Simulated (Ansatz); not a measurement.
The reference is Mg in the hcp (Mg type) structure (space group P6_3/mmc, No. 194; a = 3.195 Å, c = 5.197 Å; relaxed with 0.1 eV smearing). Axes: x lies along a and z along c of the hexagonal cell.

Calculations: PBE (Ansatz, a first-principles code), scalar-relativistic without spin-orbit coupling.

The change: an isotropic linear strain of +1.00 %; the atoms relax in the strained cell.

Predict the stress tensor and what it implies for the stiffness.

Stress of the strained cell less that of the base (GPa, compression positive):
```
   -1.0     0.0     0.0
    0.0    -1.0     0.0
    0.0     0.0    -1.0
```

Then B = −ΔP/(ΔV/V₀) with ΔV/V₀ = 0.0303 gives secant stiffness values (nonlinear terms included at this strain): B (at held cell shape, above the free-shape value) ≈ 33 GPa.

No phonon test of stability was made.
